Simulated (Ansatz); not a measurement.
## Effect of pressure 15 GPa on CuAu

Start from CuAu (space group P4/mmm, No. 123; a = 2.823 Å, c = 3.569 Å).

Now apply this change: cell and atoms relaxed at a pressure of 15 GPa.

Calculations: Kohn–Sham DFT with the PBEsol functional, run in Ansatz (a quantum-chemistry and plane-wave program) with PAW and 420 eV plane waves, without spin-orbit coupling. Settings: 16×16×13 k-points, 0.05 eV Fermi–Dirac smearing.

- Volume per atom = 13.22 Å³ (base 14.22 Å³)
- Density = 16.36 g/cm³ (base 15.21 g/cm³)
- Lattice parameter a = 2.776 Å (base 2.823 Å)
- c/a ratio = 1.236 (base 1.264)
- Shortest interatomic distance = 2.607 Å (base 2.677 Å)
- Enthalpy H = E + PV relative to the base's energy = +1.28 eV/atom
- Band gap = zero (base zero)

Load acts through the strain it causes; cell and atoms are relaxed under it. Whether these cells are dynamically stable was not tested. No other phases were tried under pressure. All final runs are without spin polarisation.
